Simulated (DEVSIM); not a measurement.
Device: InP/In0.53Ga0.47As n-p heterojunction, at 300 K.

```
layer (left to right)        material  thickness (μm)  Nd (cm⁻³)  Na (cm⁻³)  τn (s)  τp (s)
---------------------  --------------  --------------  ---------  ---------  ------  ------
1                                 InP            1.90     6.4e16          -  2.3e-9  2.3e-9
2                      In0.53Ga0.47As            1.00          -     1.1e16  2.3e-9  2.3e-9
```

Left contact: ohmic. Right contact: ohmic. Voltage is applied to the left contact. Recombination: SRH at mid-gap, radiative. Mobility is μmin + (μ − μmin)/(1 + (N/Nref)^α).

This is a model device: material constants are rounded textbook-type values typed into the input, and sizes, dopings and lifetimes were drawn at random. Values at 300 K.

| parameter | InP | In0.53Ga0.47As |
|---|---|---|
| gap (eV) | 1.344 | 0.74 |
| affinity (eV) | 4.38 | 4.51 |
| permittivity | 12.5 | 13.9 |
| Nc (cm⁻³) | 5.7e17 | 2.1e17 |
| Nv (cm⁻³) | 1.1e19 | 7.7e18 |
| μn (cm²/Vs) | 5200 | 12000 |
| μp (cm²/Vs) | 170 | 300 |
| μn,min | 400 | 300 |
| μp,min | 10 | 10 |
| Nref,n | 3e17 | 1.3e17 |
| Nref,p | 4.9e17 | 4.9e17 |
| αn | 0.47 | 0.48 |
| αp | 0.62 | 0.4 |
| B (cm³/s) | 1.2e-10 | 9.6e-11 |

Model (solved in DEVSIM): 1D drift-diffusion, Boltzmann statistics, complete ionisation; no tunnelling, impact ionisation, image-force lowering or self-heating. Band offsets follow the typed affinities; no thermionic-emission limit at abrupt steps, no polarisation charge.

Tabulate band edges, carrier densities and field at zero bias.

Energies count from the Fermi level of the right contact; mesh points crowd at the junctions.

| x (μm) | Ec (eV) | Ev (eV) | n (cm⁻³) | p (cm⁻³) | field (V/cm) |
|---|---|---|---|---|---|
| 0.000 | 0.057 | -1.288 | 6.4e16 | < 1e2 | ≈ 0 |
| 0.006496 | 0.057 | -1.288 | 6.4e16 | < 1e2 | ≈ 0 |
| 0.02284 | 0.057 | -1.288 | 6.4e16 | < 1e2 | ≈ 0 |
| 0.06009 | 0.057 | -1.288 | 6.4e16 | < 1e2 | ≈ 0 |
| 0.2059 | 0.057 | -1.288 | 6.4e16 | < 1e2 | ≈ 0 |
| 0.4897 | 0.057 | -1.288 | 6.4e16 | < 1e2 | ≈ 0 |
| 1.093 | 0.057 | -1.288 | 6.4e16 | < 1e2 | ≈ 0 |
| 1.655 | 0.057 | -1.288 | 6.4e16 | < 1e2 | ≈ 0 |
| 1.798 | 0.057 | -1.287 | 6.2e16 | < 1e2 | 400 |
| 1.861 | 0.081 | -1.263 | 2.5e16 | < 1e2 | 13000 |
| 1.886 | 0.135 | -1.209 | 3.1e15 | < 1e2 | 31000 |
| 1.899 | 0.182 | -1.161 | 4.9e14 | < 1e2 | 43000 |
| 1.904 | 0.073 | -0.667 | 1.2e16 | 4.9e7 | 38000 |
| 1.917 | 0.118 | -0.622 | 2.2e15 | 2.8e8 | 35000 |
| 1.965 | 0.270 | -0.470 | 6.0e12 | 1.0e11 | 28000 |
| 2.058 | 0.470 | -0.270 | 2.7e9 | 2.2e14 | 15000 |
| 2.292 | 0.570 | -0.170 | 5.6e7 | 1.1e16 | 180 |
| 2.630 | 0.571 | -0.169 | 5.4e7 | 1.1e16 | ≈ 0 |
| 2.820 | 0.571 | -0.169 | 5.4e7 | 1.1e16 | ≈ 0 |
| 2.868 | 0.571 | -0.169 | 5.4e7 | 1.1e16 | ≈ 0 |
| 2.889 | 0.571 | -0.169 | 5.4e7 | 1.1e16 | ≈ 0 |
| 2.900 | 0.571 | -0.169 | 5.4e7 | 1.1e16 | ≈ 0 |
